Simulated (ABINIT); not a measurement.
**ABINIT run on CaSiAu (P-6m2, 3 atoms in the cell): self-consistent single point**

Method: PBEsol, PAW (JTH v2.0 PBE PAW, files made for PBE) (plane waves; ABINIT).

Input:

```
# CaSiAu, JTH v2.0 PBE PAW
pp_dirpath "./"
pseudos "Ca.GGA_PBE-JTH.xml, Si.GGA_PBE-JTH.xml, Au.GGA_PBE-JTH.xml"
acell 3*1.0 Angstrom
rprim
         4.3275900709   -0.0000000165    0.0000000000
        -2.1637950212    3.7478029468    0.0000000000
         0.0000000000    0.0000000000    3.9425000000
natom 3
ntypat 3
znucl 20 14 79
typat 1 2 3
xred
         0.0000000000    0.0000000000    0.0000000000
         0.6666666667    0.3333333333    0.5000000000
         0.3333333333    0.6666666667    0.5000000000
ecut 707 eV
pawecutdg 1415 eV
pawxcdev 0
ixc -116133
occopt 7
tsmear 0.136 eV
nband 18
kptopt 1
ngkpt 6 6 6
nshiftk 1
shiftk 0 0 0
nstep 100
tolvrs 1.0e-12
prtwf 0
prtden 0
```

Output, abridged:

```
 Symmetries : space group P-6 m 2 (#187); Bravais hP (primitive hexag.)

 -outvars: echo values of preprocessed input variables --------
            acell      1.8897261329E+00  1.8897261329E+00  1.8897261329E+00 Bohr
             ecut      2.59817731E+01 Hartree
              ixc     -116133
         kptrlatt        6    0    0      0    6    0      0    0    6
          kptrlen      4.47014717E+01
            natom           3
            nband          18
            ngfft          40      40      36
          ngfftdg          54      54      50
             nkpt          28
            nstep         100
             nsym          12
           ntypat           3
           occopt           7
        pawecutdg      5.20002954E+01 Hartree
         pawxcdev           0
            rprim      4.3275900709E+00 -1.6500000000E-08  0.0000000000E+00
                      -2.1637950212E+00  3.7478029468E+00  0.0000000000E+00
                       0.0000000000E+00  0.0000000000E+00  3.9425000000E+00
          spgroup         187
           tolvrs      1.00000000E-12
           tsmear      4.99790825E-03 Hartree
            typat      1  2  3
           useylm           1
             xred      0.0000000000E+00  0.0000000000E+00  0.0000000000E+00
                       6.6666666667E-01  3.3333333333E-01  5.0000000000E-01
                       3.3333333333E-01  6.6666666667E-01  5.0000000000E-01
            znucl       20.00000   14.00000   79.00000

== DATASET  1 ==================================================================

 Real(R)+Recip(G) space primitive vectors, cartesian coordinates (Bohr,Bohr^-1):
 R(1)=  8.1779600 -0.0000000  0.0000000  G(1)=  0.1222799  0.0705983  0.0000000
 R(2)= -4.0889800  7.0823212  0.0000000  G(2)=  0.0000000  0.1411966  0.0000000
 R(3)=  0.0000000  0.0000000  7.4502453  G(3)=  0.0000000  0.0000000  0.1342238
 Unit cell volume ucvol=  4.3151031E+02 bohr^3
 Angles (23,13,12)=  9.00000000E+01  9.00000000E+01  1.20000000E+02 degrees

 Coarse grid specifications (used for wave-functions):

 getcut: wavevector=  0.0000  0.0000  0.0000  ngfft=  40  40  36
         ecut(hartree)=     25.982   => boxcut(ratio)=   2.10587

 Fine grid specifications (used for densities):

 getcut: wavevector=  0.0000  0.0000  0.0000  ngfft=  54  54  50
         ecut(hartree)=     52.000   => boxcut(ratio)=   2.03460

   1.40395435E+03                                ecore*ucvol(ha*bohr**3)

_setup2: Arith. and geom. avg. npw (full set) are    2729.199    2729.187

--- !BeginCycle
solver: {iscf: 17, nstep: 100, nline: 4, wfoptalg: 10, }
tolerances: {tolvrs: 1.00E-12, }
...

     iter   Etot(hartree)      deltaE(h)  residm     nres2
 ETOT  1  -75.142161967372    -7.514E+01 2.200E-01 2.936E+01
 ETOT  2  -75.368826731425    -2.267E-01 2.623E-02 2.775E+01
 ETOT  3  -75.241512553730     1.273E-01 6.574E-03 4.192E+00
 ETOT  4  -75.242741513838    -1.229E-03 1.751E-02 6.217E-01
 ETOT  5  -75.248604075287    -5.863E-03 4.149E-03 1.165E+00
 ETOT  6  -75.248343928723     2.601E-04 1.988E-03 6.463E-01
   [... 21 lines left out ...]
 ETOT 28  -75.248234313520    -3.794E-12 2.331E-05 1.578E-10
 ETOT 29  -75.248234313522    -2.018E-12 2.418E-05 2.867E-11
 ETOT 30  -75.248234313523    -9.095E-13 2.479E-05 1.229E-12
 ETOT 31  -75.248234313523    -1.847E-13 2.473E-05 3.037E-12
 ETOT 32  -75.248234313523    -4.121E-13 2.614E-05 7.473E-13

 At SCF step   32       nres2   =  7.47E-13 < tolvrs=  1.00E-12 =>converged.

 Cartesian components of stress tensor (hartree/bohr^3)
  sigma(1 1)=  8.38852439E-05  sigma(3 2)=  0.00000000E+00
  sigma(2 2)=  8.38852440E-05  sigma(3 1)=  0.00000000E+00
  sigma(3 3)=  3.86952702E-05  sigma(2 1)=  8.01858290E-14

 ----iterations are completed or convergence reached----

 reduced coordinates (array xred) for    3 atoms
       0.000000000000      0.000000000000      0.000000000000
       0.666666666667      0.333333333333      0.500000000000
       0.333333333333      0.666666666667      0.500000000000
 cartesian forces (eV/Angstrom) at end:
    1      0.00000000000000    -0.00000000000000    -0.00000000000000
    2     -0.00000000000000     0.00000000000000    -0.00000000000000
    3     -0.00000000000000    -0.00000000000000    -0.00000000000000
 frms,max,avg= 2.3193321E-27 5.5392465E-27   0.000E+00  0.000E+00  0.000E+00 e/A
 length scales=  1.889726132886  1.889726132886  1.889726132886 bohr
              =  1.000000000000  1.000000000000  1.000000000000 angstroms
 Fermi (or HOMO) energy (hartree) =   0.22907   Average Vxc (hartree)=  -0.37330
 Eigenvalues (hartree) for nkpt=  28  k points:
 kpt#   1, nband= 18, wtk=  0.00463, kpt=  0.0000  0.0000  0.0000 (reduced coord)
  -1.26311   -0.56875   -0.56875   -0.56765   -0.13360    0.01135    0.01135    0.03785
   0.05716    0.05716    0.23866    0.24685    0.24685    0.26031    0.32647    0.37861
   0.37861    0.40442
      occupation numbers for kpt#   1
   2.00000    2.00000    2.00000    2.00000    2.00000    2.00000    2.00000    2.00000
   2.00000    2.00000    0.00666    0.00000    0.00000    0.00000    0.00000    0.00000
   0.00000    0.00000
 prteigrs : prtvol=0 or 1, do not print more k-points.

--- !EnergyTerms
comment             : Components of total free energy in Hartree
kinetic             :  2.04714608396126E+01
hartree             :  1.50751769697606E+01
xc                  : -9.90403077394704E+00
Ewald energy        : -6.10851918730883E+01
psp_core            :  3.25358244569941E+00
local_psp           : -5.05189828431955E+01
spherical_terms     :  7.46007862256358E+00
internal            : -7.52479066125947E+01
'-kT*entropy'       : -3.28628223020264E-04
total_energy        : -7.52482352408177E+01
total_energy_eV     : -2.04760861392547E+03
...

-Cartesian components of stress tensor (GPa)         [Pressure= -2.0248E+00 GPa]
- sigma(1 1)=  2.46798867E+00  sigma(3 2)=  0.00000000E+00
- sigma(2 2)=  2.46798867E+00  sigma(3 1)=  0.00000000E+00
- sigma(3 3)=  1.13845396E+00  sigma(2 1)=  2.35914814E-09

 Calculation completed.
```

The run converged in 32 iterations.

The starting cell comes from a database of computed structures (which also holds hypothetical and non-ambient phases and stackings), without a prior relaxation at this level. The potentials were made for another functional than the one used.

Cost on one core of a shared machine: roughly 4 min.
